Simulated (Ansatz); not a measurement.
This Ansatz (a program for electronic structure) input is the reference run, TiB$_{2}$ (space group P6/mmm, No. 191), computed with plane-wave PAW DFT at the LDA level (Ansatz, 420 eV), no spin-orbit coupling:

Ansatz 0.2 input:
```yaml
crystal:
  lattice:
    - [2.9939204224, 0, 0]
    - [-1.4969602112, 2.5928111427, 0]
    - [0, 0, 3.1595337947]
  atoms:
    - { symbol: Ti, position: [0, 0, 0] }
    - { symbol: B, position: [0.6666666667, 0.3333333333, 0.5] }
    - { symbol: B, position: [0.3333333333, 0.6666666667, 0.5] }
basis: { ecutwfc: 420, ecutrho_ratio: 4, xc_grid: 2, fft_grid_basis: typed }
kpoints: { mp_grid: { grid: [13, 13, 10] } }
hamiltonian:
  xc: lda
  dispersion: none
  pseudopotentials: { kind: paw }
scf: { occupations: { method: fermi_dirac, width: 0.05 }, convergence: { dr2_threshold: 0.0000000003 } }
output: { forces: true, stress: true }
checkpoint: { write: state.ck, write_every: 1000 }
```

Question: Write the input for this change: biaxial strain −1.00 %, plane normal [001], relaxed out of plane (Cartesian); in-plane vectors clamped, the third vector and the atoms free.

Answer: 
Ansatz 0.2 input:
```yaml
crystal:
  lattice:
    - [2.9639812182, 0, 0]
    - [1.4819906091, 2.5668830313, 0]
    - [0, 0, 3.1753314637]
  atoms:
    - { symbol: Ti, position: [0, 0, 0] }
    - { symbol: B, position: [0.6666666667, 0.6666666667, 0.5] }
    - { symbol: B, position: [0.3333333333, 0.3333333333, 0.5] }
basis: { ecutwfc: 420, ecutrho_ratio: 4, xc_grid: 2, fft_grid_basis: typed }
kpoints: { mp_grid: { grid: [13, 13, 10] } }
hamiltonian:
  xc: lda
  dispersion: none
  pseudopotentials: { kind: paw }
scf: { occupations: { method: fermi_dirac, width: 0.05 } }
relax: { f_tol: 0.005, max_steps: 50, cell: { stress_tol: 0.01, fix: [a, b, gamma] } }
output: { forces: true, stress: true }
checkpoint: { write: state.ck, write_every: 1000 }
```
This is the input that was run; other choices of cell and start would serve too.

No phonon test of stability was made. The final runs are not spin-polarised.
